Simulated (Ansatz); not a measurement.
Pressure series in WS2

Take WS$_{2}$ in the 2H-MoS2 type structure (space group P6_3/mmc, No. 194; a = 3.1543 Å, c = 12.1409 Å; layered, stacked along the Cartesian z axis) as the base.

Cell and atoms are relaxed at each pressure.

All numbers come from PBE-D3(BJ) in Ansatz (plane waves to 420 eV, PAW, without spin-orbit coupling), earlier PAW set.

Candidates:
(a) pressure 9 GPa
(b) pressure −1 GPa
(c) pressure 15 GPa
(d) pressure 2.1 GPa
(e) pressure 0.9 GPa

Before the change:

* **Band gap**: 0.88 eV

Order them by band gap, lowest first.

(c) pressure 15 GPa (0.26 eV), (a) pressure 9 GPa (0.46 eV), (d) pressure 2.1 GPa (0.75 eV), (e) pressure 0.9 GPa (0.82 eV), (b) pressure −1 GPa (0.98 eV)

With W present, leaving out spin-orbit coupling can change the band edges. Load acts through the strain it causes; cell and atoms are relaxed under it. Whether these cells are dynamically stable was not tested. No other phases were tried under pressure. A zero or small gap of WS2 under pressure 15 GPa can be the functional's error rather than a property of the material.

Ansatz is a quantum-chemistry and plane-wave program.
